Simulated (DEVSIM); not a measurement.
# abrupt Si n-p junction

System: abrupt Si n-p junction, at 300 K.

```tsv
layer (left to right)	material	thickness (μm)	Nd (cm⁻³)	Na (cm⁻³)	τn (s)	τp (s)
1	Si	1.30	1.6e17	-	1.3e-6	1.3e-6
2	Si	87.0	-	2.8e14	1.3e-6	1.3e-6
```

Left contact: ohmic. Right contact: ohmic. Voltage is applied to the left contact. Recombination: SRH at mid-gap, radiative. Mobility is μmin + (μ − μmin)/(1 + (N/Nref)^α).

Constants are typed, rounded textbook-type inputs, not results; the design itself was drawn at random and stands for no fabricated device. Values at 300 K.

| parameter | Si |
|---|---|
| gap (eV) | 1.124 |
| affinity (eV) | 4.05 |
| permittivity | 11.7 |
| Nc (cm⁻³) | 2.86e19 |
| Nv (cm⁻³) | 3.1e19 |
| μn (cm²/Vs) | 1417 |
| μp (cm²/Vs) | 470 |
| μn,min | 52 |
| μp,min | 45 |
| Nref,n | 9.7e16 |
| Nref,p | 2.2e17 |
| αn | 0.68 |
| αp | 0.72 |
| B (cm³/s) | 4.7e-15 |

DEVSIM, 1D drift-diffusion, Boltzmann statistics, complete ionisation; no tunnelling, impact ionisation, image-force lowering or self-heating.

```yaml
potential_step_across_the_device_at_zero_bias: 0.690 V
largest_field_in_the_device_at_zero_bias: 22000 V/cm
Dark forward voltage at 1 A/cm²: 0.618 V
Dark forward voltage at 100 A/cm²: 1.244 V
```

Small-signal capacitance in reverse bias (quasi-static):

```json
[
 {"V (V)": "0.1", "C (nF/cm²)": "5.91"},
 {"V (V)": "0.25", "C (nF/cm²)": "5.32"},
 {"V (V)": "0.5", "C (nF/cm²)": "4.64"},
 {"V (V)": "0.75", "C (nF/cm²)": "4.17"},
 {"V (V)": "1", "C (nF/cm²)": "3.82"},
 {"V (V)": "1.5", "C (nF/cm²)": "3.33"},
 {"V (V)": "2", "C (nF/cm²)": "2.99"},
 {"V (V)": "2.5", "C (nF/cm²)": "2.73"},
 {"V (V)": "3.25", "C (nF/cm²)": "2.45"},
 {"V (V)": "4", "C (nF/cm²)": "2.24"},
 {"V (V)": "5", "C (nF/cm²)": "2.03"}
]
```

Dark reverse current:

```json
[
 {"V (V)": "0.10", "J (A/cm²)": "1.9e-8"},
 {"V (V)": "0.25", "J (A/cm²)": "3.5e-8"},
 {"V (V)": "0.50", "J (A/cm²)": "5.8e-8"},
 {"V (V)": "0.75", "J (A/cm²)": "7.7e-8"},
 {"V (V)": "1.00", "J (A/cm²)": "9.4e-8"},
 {"V (V)": "1.50", "J (A/cm²)": "1.2e-7"},
 {"V (V)": "2.00", "J (A/cm²)": "1.5e-7"},
 {"V (V)": "2.50", "J (A/cm²)": "1.7e-7"},
 {"V (V)": "3.25", "J (A/cm²)": "2.0e-7"},
 {"V (V)": "4.00", "J (A/cm²)": "2.3e-7"},
 {"V (V)": "5.00", "J (A/cm²)": "2.6e-7"}
]
```
